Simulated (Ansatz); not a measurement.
Take Si in the diamond structure (space group Fd-3m, No. 227; a = 5.434 Å) as the base. Axes: x, y, z lie along the cube axes.

Calculations: Ansatz (a program for electronic structure) PBEsol, no spin-orbit coupling.

Perturbation: a pure shear with ε_xy = ε_yx = 0.0200; the atoms relax in the strained cell.

Task: Predict the stress tensor and what it implies for the stiffness.

Result: Stress of the strained cell less that of the base (GPa, compression positive):
```
   0.06   -2.92    0.00
  -2.92    0.06    0.00
   0.00    0.00   -0.06
```

Then −Δσ/γ with γ = 2ε = 0.0400 gives secant stiffness values (nonlinear terms included at this strain): C66 ≈ 73 GPa.

As a check, the harmonic strain energy −½ V₀ Δσ:ε is 7.3 meV/atom; the computed energy rise is 7.3 meV/atom.

Stability against distortions was not tested.
